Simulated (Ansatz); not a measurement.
**NbSi2: pressure series**

Take NbSi2 (space group P6_422, No. 181; a = 4.794 Å, c = 6.586 Å) as the base.

Cell and atoms are relaxed at each pressure.

All numbers come from r2SCAN (Ansatz, a program for electronic structure, PAW, no spin-orbit coupling), earlier PAW set.

Candidates:
(a) pressure −2 GPa
(b) pressure 50 GPa
(c) pressure 30 GPa

Before the change:

The c/a ratio is 1.374.

**Question.** Order them by c/a ratio, highest first.

**Answer.** (b) pressure 50 GPa (1.395), (c) pressure 30 GPa (1.390), (a) pressure −2 GPa (1.372)

Load acts through the strain it causes; cell and atoms are relaxed under it. Stability against distortions was not tested. No other phases were tried under pressure. The final runs are not spin-polarised. An odd electron count without spin: NbSi2.
